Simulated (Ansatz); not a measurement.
Start from SiO2 in the CdI2 type structure (space group P-3m1, No. 164; a = 2.670 Å, c = 4.509 Å; a hypothetical phase, not in the database extracts checked; layered, stacked along the Cartesian z axis).

It is then changed as follows: a hydrostatic pressure of 100 GPa.

Levels (all Ansatz, an electronic-structure program, PAW, earlier PAW set): PBEsol-D3(BJ) (420 eV, no spin-orbit coupling); HSE06+SOC (420 eV, spin-orbit coupling included).

The geometry is relaxed with PBEsol-D3(BJ).

| Item | Value |
|---|---|
| PBEsol-D3(BJ) valence-band top at Γ | 0.00, -2.50, -2.50 eV |
| PBEsol-D3(BJ) band gap | 6.93 eV |

Q: Predict the valence-band top at Γ and band gap from HSE06+SOC.

A: The valence-band top at Γ (three highest Kramers pairs, from the VBM) goes from 0.00, -2.50, -2.50 eV to 0.00, -2.47, -2.51 eV; the band gap goes up by 2.15 eV to 9.08 eV.

Single points use the geometry relaxed with PBEsol-D3(BJ). HSE06 gaps are upper bounds (no full band path). From pressure 100 GPa on, the axis ratios lie over 15 % from the base's, so the cell there is far from its starting form. The spin-orbit shifts are approximate. Load acts through the strain it causes; cell and atoms are relaxed under it. Stability against distortions was not tested. No other phases were tried under pressure.
